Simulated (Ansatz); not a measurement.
The parent structure is Au in the fcc (Cu type) structure (space group Fm-3m, No. 225; a = 4.048 Å; relaxed with 0.1 eV smearing). Axes: x, y, z lie along the cube axes.

Structures relaxed with LDA/PAW in Ansatz (a program for electronic structure), no SOC.

Base:

Simulated powder pattern, Cu Kα1, λ = 1.54056 Å (kinematic, ideal powder, no thermal factors, no anomalous dispersion; the 14 strongest lines at most, above 2 %, up to 2θ = 90°):

```csv
2θ (°),I/Imax (%),hkl
38.49,100,(111)
44.74,49,(200)
65.13,33,(220)
78.27,40,(311)
82.48,12,(222)
```

After one change:

Simulated powder pattern, Cu Kα1, λ = 1.54056 Å (kinematic, ideal powder, no thermal factors, no anomalous dispersion; the 14 strongest lines at most, above 2 %, up to 2θ = 90°):

| 2θ (°) | I/Imax (%) |
|---|---|
| 38.37 | 100 |
| 38.72 | 33 |
| 44.70 | 65 |
| 64.82 | 22 |
| 65.30 | 22 |
| 77.91 | 13 |
| 78.13 | 26 |
| 78.58 | 13 |
| 82.17 | 12 |
| 83.05 | 3.8 |

Task: Which of these changes matches the shifts?
A) biaxial strain −2.50 %, plane normal [111], relaxed out of plane
B) biaxial strain +0.42 %, plane normal [111], relaxed out of plane
C) biaxial strain −1.25 %, plane normal [111], relaxed out of plane
D) biaxial strain +2.08 %, plane normal [111], relaxed out of plane

Result: B, biaxial strain +0.42 %, plane normal [111], relaxed out of plane. Its volume per atom is 16.62 Å³ against 16.58 Å³, and its space group is R-3m (No. 166).

Whether these cells are dynamically stable was not tested.
